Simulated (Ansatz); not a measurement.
**GaN: alloy series**

Base system: GaN in the wurtzite structure (space group P6_3mc, No. 186; a = 3.1826 Å, c = 5.1853 Å).

The other end (x = 1) is GaP in the wurtzite structure (space group P6_3mc, No. 186; a model cell, its experimental status unchecked): 20.10 Å³/atom, gap 1.29 eV; this end may not be an ambient phase.

P replaces a fraction x of N; each row is one arrangement (x, atoms in the cell, starting space group or random), fully relaxed.

Calculations: PBEsol in Ansatz (plane waves to 420 eV, PAW, spin-orbit coupling left out).

Notes on the quantities. mixing energy: to 0.01 eV only: unlike meshes or grids; against an end that may be hypothetical.

```
variant                      shortest interatomic distance     density  mixing energy  band gap
---------------------------  -----------------------------  ----------  -------------  --------
base                                               1.946 Å  6.11 g/cm³              –   1.88 eV
x(P) = 0.5, 8 atoms, Cm                                [?]  4.98 g/cm³            [?]      zero
x(P) = 0.5, 8 atoms, Pmc2_1                        1.972 Å  5.00 g/cm³  +0.16 eV/atom   0.13 eV
x(P) = 0.75, 8 atoms, P3m1                         1.956 Å  4.49 g/cm³  +0.18 eV/atom      zero
```

Task: Some entries are withheld; estimate them.

Result: 
- x(P) = 0.5, 8 atoms, Cm, shortest interatomic distance: 1.955 Å
- x(P) = 0.5, 8 atoms, Cm, mixing energy: +0.23 eV/atom

These are small ordered cells, not random alloys; other orderings at the same x differ. Whether these cells are dynamically stable was not tested. All final runs are without spin polarisation. This is not the structure that GaP has at room temperature and ambient pressure. A zero or small gap of Ga2PN and Ga4P3N can be the functional's error rather than a property of the material.

Ansatz is a quantum-chemistry and plane-wave program.
